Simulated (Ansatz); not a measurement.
```
CELL_PARAMETERS angstrom
      0.00000     2.72836     2.72836
      2.72836     0.00000     2.72836
      2.72836     2.72836     0.00000
ATOMIC_POSITIONS crystal
  Bi 0.25000 0.25000 0.25000
  B  0.00000 0.00000 0.00000
```

A single point on BP with a change (P → Bi), its geometry relaxed with PBEsol.

Calculations: HSE06 (Ansatz, a quantum-chemistry and plane-wave program; PAW; 420 eV plane waves; spin-orbit coupling included), earlier PAW set. k-mesh 8×8×8 (Γ-centred); smearing 0.01 eV (Fermi–Dirac).

Problem. Predict the band gap and valence-band top at Γ.

Solution. Band gap: 0.75 eV
Valence-band top at Γ (three highest Kramers pairs, from the VBM): 0.00, 0.00, -1.53 eV

Single points use the geometry relaxed with PBEsol. No phonon test of stability was made. The cell was made from BP by this change: P → Bi; the result is a hypothetical phase, not in the database extracts checked.
